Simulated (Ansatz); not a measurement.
## What pressure 10 GPa does to TiO2

Take TiO$_{2}$ in the rutile structure (space group P4_2/mnm, No. 136; a = 4.643 Å, c = 2.964 Å) as the base.

Perturbation: a hydrostatic pressure of 10 GPa.

All numbers come from PBE (Ansatz, a program for electronic structure, PAW, no SOC). k-mesh 7×7×11 (Γ-centred); smearing 0.05 eV (Fermi–Dirac).

The volume per atom shrinks by 0.46 Å³ (10.65 Å³ → 10.19 Å³) and the density increases by 0.19 g/cm³, from 4.15 g/cm³ to 4.34 g/cm³. The lattice parameter a drops by 0.082 Å, from 4.643 Å to 4.561 Å and the c/a ratio grows by 0.0063 to 0.645. The enthalpy H = E + PV relative to the base's energy comes out as +0.65 eV/atom and the band gap increases by 0.03 eV to 1.89 eV. The gap character remains direct at Γ and the mean gap deformation potential ΔEg/Δln V comes out as -0.7 eV. The width of the top valence band increases by 0.09 eV, from 1.56 eV to 1.65 eV and the electron mass goes from 0.58 mₑ along c, 1.2 mₑ across (at Γ) to 0.55 mₑ along c, 1.1 mₑ across (at Γ). The valence-band top at Γ (three highest levels, from the VBM) goes from 0.00, -0.43, -0.43 eV to 0.00, -0.47, -0.47 eV.

Final structure:

```
CELL_PARAMETERS angstrom
      4.56113     0.00000     0.00000
      0.00000     4.56113     0.00000
      0.00000     0.00000     2.93988
ATOMIC_POSITIONS crystal
  Ti 0.00000 0.00000 0.00000
  Ti 0.50000 0.50000 0.50000
  O  0.30358 0.30358 0.00000
  O  0.80358 0.19642 0.50000
  O  0.19642 0.80358 0.50000
  O  0.69642 0.69642 0.00000
```

Load acts through the strain it causes; cell and atoms are relaxed under it. Masses are band curvatures over ±0.01 Å⁻¹ around the edge. Whether these cells are dynamically stable was not tested. No other phases were tried under pressure. All final runs are without spin polarisation.
